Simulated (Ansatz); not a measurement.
Start from BeTe in the zinc blende structure (space group F-43m, No. 216; a = 5.657 Å).

Modification: a hydrostatic pressure of 3 GPa.

Levels (all Ansatz, a first-principles code, PAW): r2SCAN (500 eV, no spin-orbit coupling); HSE06 (420 eV, spin-orbit coupling left out).

The geometry is relaxed with r2SCAN.

| Quantity | Result |
|---|---|
| r2SCAN lowest conduction level above the VBM at special points | X 2.26 eV; K 3.03 eV; U 3.03 eV; Γ 3.99 eV |

**Question.** Predict the lowest conduction level above the VBM at special points from HSE06.

**Answer.** The lowest conduction level above the VBM at special points changes from X 2.26 eV; K 3.03 eV; U 3.03 eV; Γ 3.99 eV to X 2.58 eV; K 3.38 eV; U 3.38 eV; Γ 4.44 eV.

Single points use the geometry relaxed with r2SCAN. Their cutoffs differ, which shifts pressures a little. HSE06 was sampled on its mesh, a few special points and the semilocal edge points, so its gap is an upper bound. The levels and masses belong to the bands next to the band gap. Load acts through the strain it causes; cell and atoms are relaxed under it. Stability against distortions was not tested.
